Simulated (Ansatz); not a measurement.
InP (model structure, started from the CsCl type, Pm-3m, No. 221, 2 atoms in the cell) was calculated with PBEsol (Ansatz, a program for electronic structure, PAW).

Output (set-up and result lines):

```
Crystal: 2 atoms, lattice volume = 38.852 Å³
Basis set: ecut = 520 eV, 1021 PW (Γ), exchange–correlation on 54×54×54 points (8 copies of the dense FFT grid, shifted against one another)
Bands: 13, of which v1, the nominal top of the filled ones, is band 9 counted from 1 (8 counted from 0)
Symmetry: 48 space group operations
Space group: Pm-3m (ITA 221), of the structure as read, at distance tolerance 3.4e-5 Å
k-points: 165 of 4096
Functional: x = pbesol(κ = 0.804, μ = 0.12345679012345678), c = pbesol(β = 0.046)
SCF iter   1: F=—  HF=-6264.839337 eV  |F-HF|=—  |Δ(HF+E_count)|=         —  Δρ=5.80e-3  dr2=2.28e-2
SCF iter   2: F=—  HF=-6264.835530 eV  |F-HF|=—  |Δ(HF+E_count)|=   3.81e-3  Δρ=4.60e-3  dr2=1.38e-2
  ...
SCF iter   7: F=—  HF=-6264.831314 eV  |F-HF|=—  |Δ(HF+E_count)|=   4.67e-7  Δρ=2.19e-6  dr2=1.34e-9
SCF iter   8: F=-6264.831314 eV  HF=-6264.831314 eV  |F-HF|=8.19e-12  |Δ(HF+E_count)|=   1.22e-9  Δρ=1.16e-7  dr2=3.57e-12
SCF 1 converged in 8 iterations: F = -6264.831314 eV  dr2 = 3.57e-12
SCF converged after 8 iterations
Free energy (F): -6264.831314 eV
Internal energy: -6264.820992 eV  (E = F + TS)
E sigma→0 (E₀):  -6264.826153 eV
Fermi energy:    10.736129 eV
--- Stress (GPa, compression-positive) ---
        0.000488       0.000000       0.000000
        0.000000       0.000488       0.000000
        0.000000       0.000000       0.000488
  P = ⅓ Tr σ = 0.0005 GPa (0.005 kbar)
```

Problem. Write an input file that could have produced this run (the log leaves some choices open).

Solution. Several could match; the one computed here: 
Ansatz 0.2 input:
```yaml
crystal:
  lattice:
    - [3.3869176903, 0.0, 0.0]
    - [0.0, 3.3869176903, 0.0]
    - [0.0, 0.0, 3.3869176903]
  atoms:
    - { symbol: In, position: [0.0, 0.0, 0.0] }
    - { symbol: P, position: [0.5, 0.5, 0.5] }
basis:
  ecutwfc: 520
  ecutrho_ratio: 4
  xc_grid: 2
kpoints:
  mp_grid: { grid: [16, 16, 16] }
hamiltonian:
  xc: pbesol
  dispersion: none
  pseudopotentials: { kind: paw }
scf:
  occupations: { method: fermi_dirac, width: 0.05 }
  convergence: { dr2_threshold: 0.0000000002 }
output:
  forces: true
  stress: true
  eigenvalues: true
```

The PAW data were made under PBE.

Note: the relaxation could raise the start's symmetry but not lower it, so the cell can be a saddle point.

A model structure was made by putting elements into a prototype or built by hand; it is no filed structure, need not be a known phase, and can be a saddle point held by its symmetry.
